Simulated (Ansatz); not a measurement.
The parent structure is Si in the diamond structure (space group Fd-3m, No. 227; a = 5.4441 Å).

All numbers come from r2SCAN (Ansatz, a first-principles code, PAW, no spin-orbit coupling), earlier PAW set.

Before the change:

| Item | Value |
|---|---|
| Gap between the host's bands | 0.77 eV |

The change: electron doping at 3.0×10^21 cm⁻³ (0.121 per cell), with a uniform compensating background at fixed cell and a 300 K Fermi–Dirac width.

Q: What happens to the Fermi level from band edge and gap between the host's bands?

A: The Fermi level relative to the doped band's edge (positive inside the band; to 0.05 eV) amounts to +0.50 eV; the gap between the host's bands drops by 0.03 eV to 0.74 eV.

Charged cell with a jellium background: band edges are those of the host's band count, energies are not comparable with the neutral cell, and many-body gap narrowing is missing. Whether these cells are dynamically stable was not tested.
